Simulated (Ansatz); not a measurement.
Take AlN in the zinc blende structure (space group F-43m, No. 216) as the base.

```xyz
2
Lattice="0.0000 2.1849 2.1849 2.1849 0.0000 2.1849 2.1849 2.1849 0.0000" Properties=species:S:1:pos:R:3 pbc="T T T"
Al     0.0000     0.0000     0.0000
N      1.0924     1.0924     1.0924
```

Cartesian axes are those of the cell as printed.

Calculations: r2SCAN (Ansatz, a quantum-chemistry and plane-wave program), without spin-orbit coupling.

Modification: a pure shear with ε_xy = ε_yx = 0.0143; the atoms relax in the strained cell.

Problem. Predict the new stress.

Solution. The stress (xx, yy, zz, yz, xz, xy; compression positive) amounts to (0.12, 0.12, -0.05, 0.00, 0.00, -5.63) GPa.

Stability against distortions was not tested. This is not the structure that AlN has at room temperature and ambient pressure.
